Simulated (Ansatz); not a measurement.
Mg2Sn: response to strain

Take Mg$_{2}$Sn (space group Fm-3m, No. 225; a = 6.747 Å; relaxed with 0.1 eV smearing) as the base. Axes: x, y, z lie along the cube axes.

Strains are applied to the cell and any free atomic positions relax; under biaxial strain the out-of-plane vector relaxes too.

All numbers come from PBEsol/PAW in Ansatz (a first-principles code), no SOC.

Notes on the quantities. energy relative to the base: free energy F.

| biaxial strain, plane normal [111], relaxed out of plane (%) | energy relative to the base (meV/atom) |
|---|---|
| -2.5 | 10.1 |
| -2.08 | 6.9 |
| -1.67 | 4.4 |
| -1.25 | 2.4 |
| -0.83 | 1.1 |
| -0.42 | ? |
| 0 | 0.0 |

Fit ΔE = Aε² + Bε³ (ε in %) to the rows shown and predict the withheld row.

Least squares on the printed values gives A = 1.49 and B = -0.048 meV/atom (largest residual 0.0 meV/atom); this predicts 0.3 meV/atom, and the run gives 0.3 meV/atom, in agreement.

No phonon test of stability was made.
